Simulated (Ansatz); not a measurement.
## Hypothetical rock salt GaAs, response to strain

Consider GaAs in the rock salt structure (space group Fm-3m, No. 225; a = 5.394 Å; a hypothetical phase, not in the database extracts checked; relaxed with 0.1 eV smearing). Axes: x, y, z lie along the cube axes.

Strains are applied to the cell and any free atomic positions relax; under biaxial strain the out-of-plane vector relaxes too.

Levels (all Ansatz, a quantum-chemistry and plane-wave program, PAW, earlier PAW set): PBE (420 eV, spin-orbit coupling left out); r2SCAN (500 eV, no spin-orbit coupling).

The base cell above is that of PBE; each level relaxes its own structures.

Notes on the quantities. energy relative to the base: free energy F.

```json
[
 {"case": "biaxial strain +1.69 %, plane normal [001], relaxed out of plane", "energy relative to the base, PBE": "+5.1 meV/atom", "energy relative to the base, r2SCAN": "[?]"},
 {"case": "biaxial strain +3.15 %, plane normal [001], relaxed out of plane", "energy relative to the base, PBE": "+17 meV/atom", "energy relative to the base, r2SCAN": "+19 meV/atom"},
 {"case": "uniaxial strain ε_xx = +0.74 %", "energy relative to the base, PBE": "+0.4 meV/atom", "energy relative to the base, r2SCAN": "+0.5 meV/atom"},
 {"case": "uniaxial strain ε_xx = +1.01 %", "energy relative to the base, PBE": "+0.8 meV/atom", "energy relative to the base, r2SCAN": "+0.9 meV/atom"},
 {"case": "uniaxial strain ε_yy = +4.19 %", "energy relative to the base, PBE": "+12 meV/atom", "energy relative to the base, r2SCAN": "[?]"}
]
```

Problem. Some entries are withheld; estimate them.

Solution. 
- biaxial strain +1.69 %, plane normal [001], relaxed out of plane, energy relative to the base, r2SCAN: +5.6 meV/atom
- uniaxial strain ε_yy = +4.19 %, energy relative to the base, r2SCAN: +13 meV/atom

The two levels differ by at most about 1.8 meV/atom. They put the cases in the same order.

No phonon test of stability was made. All final runs are without spin polarisation.
